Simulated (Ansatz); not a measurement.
Cells marked so need not be the phases stable at ambient conditions, and some may be hypothetical.

No gap correction and no spin-orbit coupling; mid-gap values are interpolated between computed energies.

A. SrBrF (P4/nmm, not sure to be the ambient phase, 6 atoms a cell, 21.9 Å³ an atom), along the normal of (100)
B. Ba2TaBiO6 (Fm-3m, not sure to be the ambient phase, 10 atoms a cell, 16.4 Å³ an atom, -4 GPa at this level), along the normal of (111)
C. ScF3 (R32, not sure to be the ambient phase, 4 atoms a cell, 16.5 Å³ an atom), along the normal of (001)

Question: Rank these by mid-gap decay constant of the slowest evanescent state (highest first), as r2SCAN run with Ansatz (a program for electronic structure) gives it.

Answer: C (0.65 1/Å), A (0.37 1/Å), B (0.29 1/Å)
